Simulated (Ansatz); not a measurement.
Data:

```xyz
23
Lattice="7.2521 0.0000 -5.5729 -3.6261 6.2805 0.0000 7.2521 0.0000 5.5729" Properties=species:S:1:pos:R:3 pbc="T T T"
Sn    -1.8130     3.1403     0.0000
Sn     3.5768    -0.0111     0.0410
Sn     1.7788     3.1032     0.0410
Sn     7.2521     0.0000     0.0000
Sn     5.4391     3.1403     0.0000
Sn    10.9274     0.0111    -0.0410
Sn     9.0994     3.1773    -0.0410
S      7.2190     2.0203    -4.1516
S      5.3591     5.2417    -4.1516
S      3.6554     2.1104     1.5386
S      1.8213     5.2385     1.4985
S      7.2741     2.1074     1.4535
S      5.4622     5.2458     1.4535
S     10.8421     2.0726     1.4779
S      9.1031     5.2557     1.3845
S      9.0570     1.0420    -1.4985
S      7.2229     4.1701    -1.5386
S      5.5191     1.0389     4.1516
S      3.6592     4.2602     4.1516
S      1.7751     1.0248    -1.3845
S      0.0361     4.2079    -1.4779
S      5.4161     1.0347    -1.4535
S      3.6041     4.1731    -1.4535
```

Spin-polarised, with starting moments of sign Sn0 Sn0 Sn0 Sn0 Sn0 Sn0 Sn0 S+ S+ S0 S0 S0 S0 S0 S+ S0 S0 S+ S+ S+ S0 S0 S0.

The values are results of PBEsol-D3(BJ) (Ansatz, a quantum-chemistry and plane-wave program), no spin-orbit coupling, not measurements. k-mesh 4×4×4 (Γ-centred); smearing 0.01 eV (Fermi–Dirac).

Task: Predict the pressure and gap of the supercell.

Result: 
- Pressure: -1.7 GPa
- Gap of the supercell: zero

Other magnetic orders, which the real material may have, were not ruled out. The cell is small, so the values are those of an ordered compound at a high defect concentration; dilute-limit values will differ. A case with no gap was solved on a k-mesh chosen for an insulator, which is coarse for it. The defect started on the symmetric site and kept its symmetry, so it may sit on a saddle. The cell was made from SnS$_{2}$ in the CdI2 type structure (space group P-3m1, No. 164; layered, stacked along the Cartesian z axis) by this change: Sn vacancy. The defect cell is spin-polarised and ends with 3.2 μB, a fractional moment that hangs on the mesh and smearing.
